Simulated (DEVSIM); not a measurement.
System: abrupt CdTe n-p junction, at 300 K.

```csv
layer (left to right),material,thickness (μm),Nd (cm⁻³),Na (cm⁻³),τn (s),τp (s)
1,CdTe,0.220,4.7e16,-,4.7e-8,4.7e-8
2,CdTe,0.520,-,7.5e17,4.7e-8,4.7e-8
```

Left contact: ohmic. Right contact: ohmic. Voltage is applied to the left contact. Recombination: SRH at mid-gap, radiative. Mobility is constant in doping.

This is a model device: material constants are rounded textbook-type values typed into the input, and sizes, dopings and lifetimes were drawn at random. Values at 300 K.

| parameter | CdTe |
|---|---|
| gap (eV) | 1.5 |
| affinity (eV) | 4.28 |
| permittivity | 10.2 |
| Nc (cm⁻³) | 8e17 |
| Nv (cm⁻³) | 1.8e19 |
| μn (cm²/Vs) | 1000 |
| μp (cm²/Vs) | 80 |
| B (cm³/s) | 1e-10 |

Simulated with DEVSIM: 1D drift-diffusion, Boltzmann statistics, complete ionisation; no tunnelling, impact ionisation, image-force lowering or self-heating.

### Question
Give the dark forward current.

### Answer

(V (V), J (A/cm²)): (-0.05, -2.5e-12); (-0.10, -8.5e-12); (-0.20, -6.8e-11); (-0.25, -1.8e-10); (-0.30, -5.0e-10); (-0.40, -3.7e-9); (-0.45, -1.0e-8); (-0.55, -7.5e-8); (-0.60, -2.1e-7); (-0.65, -6.2e-7); (-0.75, -7.0e-6); (-0.80, -3.0e-5); (-0.85, -0.00015); (-0.95, -0.0056); (-1.00, -0.036); (-1.10, -1.6); (-1.15, -10); (-1.20, -64); (-1.30, -1600); (-1.35, -5800)
